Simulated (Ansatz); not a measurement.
Start from InAs in the zinc blende structure (space group F-43m, No. 216; a = 6.186 Å).

Method: Ansatz (an electronic-structure program) PBE, no spin-orbit coupling.

For the base:

| Item | Result |
|---|---|
| Lattice parameter a | 6.186 Å |

Perturbation: full substitution As → Sb; the structure is relaxed again.

Tabulated Pauling electronegativity and covalent radius: As 2.18, 1.19 Å; Sb 2.05, 1.39 Å.

Q: Estimate the effect on the lattice parameter a.

A: The lattice parameter a grows by 0.4492 Å, from 6.186 Å to 6.636 Å.

Stability against distortions was not tested. The final runs are not spin-polarised.
